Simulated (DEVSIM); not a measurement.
Structure: abrupt Si p-n junction, at 300 K.

| layer (left to right) | material | thickness (μm) | Nd (cm⁻³) | Na (cm⁻³) | τn (s) | τp (s) |
|---|---|---|---|---|---|---|
| 1 | Si | 26.0 | - | 2.8e16 | 1.5e-6 | 1.5e-6 |
| 2 | Si | 12.0 | 2.9e16 | - | 1.5e-6 | 1.5e-6 |

Left contact: ohmic. Right contact: ohmic. Voltage is applied to the left contact. Recombination: SRH at mid-gap, radiative. Mobility is constant in doping.

Constants are typed, rounded textbook-type inputs, not results; the design itself was drawn at random and stands for no fabricated device. Values at 300 K.

| parameter | Si |
|---|---|
| gap (eV) | 1.124 |
| affinity (eV) | 4.05 |
| permittivity | 11.7 |
| Nc (cm⁻³) | 2.86e19 |
| Nv (cm⁻³) | 3.1e19 |
| μn (cm²/Vs) | 1417 |
| μp (cm²/Vs) | 470 |
| B (cm³/s) | 4.7e-15 |

Simulated with DEVSIM: 1D drift-diffusion, Boltzmann statistics, complete ionisation; no tunnelling, impact ionisation, image-force lowering or self-heating.

Q: Tabulate band edges, carrier densities and field at -5.0 V on the left contact.

A: Energies count from the Fermi level of the right contact; mesh points crowd at the junctions.

| x (μm) | Ec (eV) | Ev (eV) | n (cm⁻³) | p (cm⁻³) | field (V/cm) |
|---|---|---|---|---|---|
| 0.000 | 5.943 | 4.819 | 4200 | 2.8e16 | ≈ 0 |
| 0.04255 | 5.943 | 4.819 | 4100 | 2.8e16 | ≈ 0 |
| 0.1681 | 5.943 | 4.819 | 4100 | 2.8e16 | ≈ 0 |
| 0.5079 | 5.943 | 4.819 | 4100 | 2.8e16 | ≈ 0 |
| 2.102 | 5.943 | 4.819 | 3800 | 2.8e16 | ≈ 0 |
| 5.863 | 5.943 | 4.819 | 3200 | 2.8e16 | ≈ 0 |
| 15.40 | 5.943 | 4.819 | 1700 | 2.8e16 | ≈ 0 |
| 23.37 | 5.943 | 4.819 | 380 | 2.8e16 | ≈ 0 |
| 25.06 | 5.943 | 4.819 | < 1e2 | 2.8e16 | ≈ 0 |
| 25.69 | 5.845 | 4.721 | < 1e2 | 6.3e14 | -25000 |
| 25.90 | 4.333 | 3.209 | 320 | 2200 | -120000 |
| 25.99 | 3.101 | 1.977 | 380 | 1200 | -160000 |
| 26.03 | 2.579 | 1.455 | 480 | 1100 | -150000 |
| 26.12 | 1.426 | 0.302 | 900 | 820 | -100000 |
| 26.55 | 0.178 | -0.946 | 2.9e16 | < 1e2 | ≈ 0 |
| 27.56 | 0.178 | -0.946 | 2.9e16 | 420 | ≈ 0 |
| 30.54 | 0.178 | -0.946 | 2.9e16 | 1500 | ≈ 0 |
| 35.13 | 0.178 | -0.946 | 2.9e16 | 3000 | ≈ 0 |
| 37.30 | 0.178 | -0.946 | 2.9e16 | 3800 | ≈ 0 |
| 37.76 | 0.178 | -0.946 | 2.9e16 | 3900 | ≈ 0 |
| 37.93 | 0.178 | -0.946 | 2.9e16 | 4000 | ≈ 0 |
| 38.00 | 0.178 | -0.946 | 2.9e16 | 4000 | ≈ 0 |
